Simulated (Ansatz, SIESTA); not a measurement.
One structure in several programs: FePt (P4/mmm, 2 atoms in the cell)

Relaxation of cell and atoms.

```yaml
crystal:
  lattice:
    - [2.68708, 0.00000, 0.00000]
    - [0.00000, 2.68708, 0.00000]
    - [0.00000, 0.00000, 3.68130]
  atoms:
    - { symbol: Fe, position: [0.00000, 0.00000, 0.00000], spin: 4.0 }
    - { symbol: Pt, position: [0.50000, 0.50000, 0.50000], spin: 1.0 }
```
(The spins are starting values, not results.)

Shared settings, as Ansatz (a program for electronic structure) writes them: kpoints.mp_grid.grid = 12 12 9; scf.occupations.method = gaussian; scf.occupations.width = 0.0073 Ry. Potentials and cutoffs stand in the table.

| code | model | final volume (Å³/atom) | size of the net moment (μB/atom) | cutoff |
|---|---|---|---|---|
| Ansatz | PBE, default PAW files | 14.03 | 1.65 | 30.9 Ry |
| SIESTA | GGA PBE, numerical atomic orbitals DZP, PseudoDojo PBE standard norm-conserving potentials (rewritten from UPF to PSML) | 13.96 | 1.71 | grid 300 Ry |

On Ansatz's run: spin-orbit coupling is off. The magnetic order is the one reached from the typed start; others were not searched systematically.

The spread over the programs that give each value: final volume within 0.07 Å³/atom; size of the net moment within 0.06 μB/atom.

SIESTA uses small atom-centred bases, whose incompleteness enters pressures, forces and empty levels differently from a plane-wave cutoff. The programs treat the finite-basis stress differently while the cell relaxes: Ansatz adds an estimate of it.

The starting cell comes from a database of computed structures (which also holds hypothetical and non-ambient phases and stackings), without a prior relaxation at this level. Its lattice was rescaled by a random factor within 2.5 % of one.

Keys are those of Ansatz 0.2.
